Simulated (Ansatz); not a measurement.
Functionals compared on a constructed model of the (110) surface of bcc W, a pseudomorphic layer of Ru in the host's stacking (bottom of the slab: a bare face, its two planes held), in Ansatz (plane waves, PAW). The structure was relaxed with PBE; the other rows are single points on it. Cutoff 420 eV (500 eV for r2SCAN).

Set-up: 7 atoms, 14.0 Å thick at the start with caps and adatoms; mesh 14x14x1; 0.1 eV smearing; dipole correction on; 2 atoms held, the rest relaxed; held to the start's symmetry, so lower structures may exist; no spin, no spin-orbit, no U. It is one candidate, not shown to be the stable structure of the face. These notes are the PBE run's.

```csv
functional,work function of the top face (eV),rough cost of the single point
PBE,4.56,–
RPBE,[?],very roughly 30 core-seconds
r2SCAN,4.52,roughly 70 core-seconds
```

Some entries are withheld; supply them.


- RPBE, work function of the top face (eV): 4.38

Ansatz is a program for electronic structure.
